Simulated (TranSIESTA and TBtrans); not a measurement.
Run with TranSIESTA and TBtrans (open boundaries, self-consistent; PseudoDojo norm-conserving potentials, scalar-relativistic): Spin polarized, PAO.BasisSize SZP, PAO.EnergyShift 0.15 eV, XC.Authors PBE, Mesh.Cutoff 150 Ry, ElectronicTemperature 300 K, TS.Voltage 0.0 eV, TBT.Elecs.Eta 0.001 eV.

Device: (3,3) carbon nanotube with one Pt atom in a divacancy. Geometry: 39 atoms about the centre moved by SIESTA (PBE, SZP) to a largest force of 0.04 eV/Å, all others as built. Transport runs along z; the first 36 and the last 36 of the 119 atoms are the lead cells, repeated to infinity.

```xyz
119
Lattice="13.082 0.000 0.000 0.000 13.020 0.000 0.000 0.000 24.682" Properties=species:S:1:pos:R:3 pbc="F F T"
C      6.896     4.500     0.000
C      5.521     4.742     0.000
C      8.582     6.510     0.000
C      4.623     7.208     0.000
C      8.105     7.822     0.000
C      5.521     8.278     0.000
C      7.562     4.742     1.234
C      4.978     5.198     1.234
C      8.459     5.812     1.234
C      4.500     6.510     1.234
C      7.562     8.278     1.234
C      6.187     8.520     1.234
C      6.896     4.500     2.468
C      5.521     4.742     2.468
C      8.582     6.510     2.468
C      4.623     7.208     2.468
C      8.105     7.822     2.468
C      5.521     8.278     2.468
C      7.562     4.742     3.702
C      4.978     5.198     3.702
C      8.459     5.812     3.702
C      4.500     6.510     3.702
C      7.562     8.278     3.702
C      6.187     8.520     3.702
C      6.896     4.500     4.936
C      5.521     4.742     4.936
C      8.582     6.510     4.936
C      4.623     7.208     4.936
C      8.105     7.822     4.936
C      5.521     8.278     4.936
C      7.562     4.742     6.170
C      4.978     5.198     6.170
C      8.459     5.812     6.170
C      4.500     6.510     6.170
C      7.562     8.278     6.170
C      6.187     8.520     6.170
C      6.860     4.350     7.394
C      5.409     4.576     7.384
C      8.663     6.465     7.448
C      4.623     7.208     7.405
C      8.105     7.822     7.405
C      5.521     8.278     7.405
C      7.525     4.525     8.659
C      4.778     5.067     8.587
C      8.476     5.676     8.665
C      4.346     6.475     8.615
C      7.626     8.335     8.658
C      6.187     8.520     8.639
C      6.736     4.178     9.860
C      5.320     4.544     9.808
C      8.640     6.399     9.929
C      4.495     7.201     9.861
C      8.197     7.802     9.885
C      5.457     8.306     9.868
C      4.789     5.057    11.089
C      8.676     5.649    11.185
C      4.359     6.451    11.104
C      7.637     8.341    11.111
C      6.189     8.577    11.102
C      5.454     4.476    12.262
C      8.814     6.521    12.358
C      4.525     7.208    12.337
C      8.250     7.867    12.343
C      5.482     8.319    12.346
C      7.886     4.597    13.587
C      5.001     5.075    13.518
C      8.736     5.787    13.639
C      4.440     6.436    13.563
C      7.664     8.355    13.586
C      6.217     8.583    13.579
C      7.061     4.357    14.789
C      5.591     4.626    14.783
C      8.819     6.537    14.860
C      4.537     7.211    14.790
C      8.245     7.894    14.832
C      5.521     8.278    14.809
C      7.683     4.651    16.053
C      4.943     5.111    16.000
C      8.650     5.756    16.063
C      4.500     6.510    16.043
C      7.562     8.278    16.043
C      6.187     8.520    16.043
Pt     7.381     4.194    11.723
C      6.896     4.500    17.277
C      5.521     4.742    17.277
C      8.582     6.510    17.277
C      4.623     7.208    17.277
C      8.105     7.822    17.277
C      5.521     8.278    17.277
C      7.562     4.742    18.511
C      4.978     5.198    18.511
C      8.459     5.812    18.511
C      4.500     6.510    18.511
C      7.562     8.278    18.511
C      6.187     8.520    18.511
C      6.896     4.500    19.745
C      5.521     4.742    19.745
C      8.582     6.510    19.745
C      4.623     7.208    19.745
C      8.105     7.822    19.745
C      5.521     8.278    19.745
C      7.562     4.742    20.979
C      4.978     5.198    20.979
C      8.459     5.812    20.979
C      4.500     6.510    20.979
C      7.562     8.278    20.979
C      6.187     8.520    20.979
C      6.896     4.500    22.214
C      5.521     4.742    22.214
C      8.582     6.510    22.214
C      4.623     7.208    22.214
C      8.105     7.822    22.214
C      5.521     8.278    22.214
C      7.562     4.742    23.448
C      4.978     5.198    23.448
C      8.459     5.812    23.448
C      4.500     6.510    23.448
C      7.562     8.278    23.448
C      6.187     8.520    23.448
```

### Question
Give the largest eigenchannel transmissions at the Fermi level (four at most) and the total.

### Answer
Up: 0.98, 0.047 (total 1.03); down: 0.98, 0.048 (total 1.03). Moments were seeded on the central atoms alone, and one start was tried. Moving central atoms between leads that stay as built scatters by itself, most near band edges, so not all of the loss belongs to a defect. Spin-orbit coupling, left out here, matters for the heavy atoms.
